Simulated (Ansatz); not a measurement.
**HfS2 under a change: x(Ta) = 0.25, 12 atoms, P-1**

The parent structure is HfS2 in the CdI2 type structure (space group P-3m1, No. 164; a = 3.6057 Å, c = 5.7676 Å; layered, stacked along the Cartesian z axis).

The other end (x = 1) is TaS2 in the CdI2 type structure (space group P-3m1, No. 164; layered, stacked along the Cartesian z axis): 18.51 Å³/atom, gap zero.

One thing is altered: a fraction x = 0.25 of the Hf sites is given to Ta, ordered in a cell of 12 atoms (starting symmetry P-1) and fully relaxed.

Calculations: Kohn–Sham DFT with the PBE-D3(BJ) functional, run in Ansatz (a quantum-chemistry and plane-wave program) with PAW and 420 eV plane waves, no SOC. k-mesh 9×8×7 (Γ-centred); smearing 0.05 eV (Fermi–Dirac), for the changed cell.

| quantity | base | changed | shift |
|---|---|---|---|
| volume per atom | 21.65 Å³ | 20.69 Å³ | -0.96 Å³ |
| density | 6.20 g/cm³ | 6.51 g/cm³ | +0.305 g/cm³ |
| shortest interatomic distance | 2.541 Å | 2.474 Å | -0.067 Å |
| band gap | 0.85 eV | zero | – |
| mixing energy (to 0.01 eV only: unlike meshes or grids) | – | +0.03 eV/atom | – |
| deviation of the volume from the linear (Vegard-type) interpolation | – | -0.8 % | – |
| mean first-shell distances | – | Hf–S 2.536 Å (end compound 2.541 Å), Ta–S 2.474 Å (end compound 2.466 Å) | – |

Each cell is one ordered arrangement of few atoms, which overstates ordering effects compared with a random alloy. Spin-orbit coupling, missing from the scalar runs, can matter with Hf. No phonon test of stability was made. All final runs are without spin polarisation. An odd electron count without spin: Hf3TaS8 and TaS2.
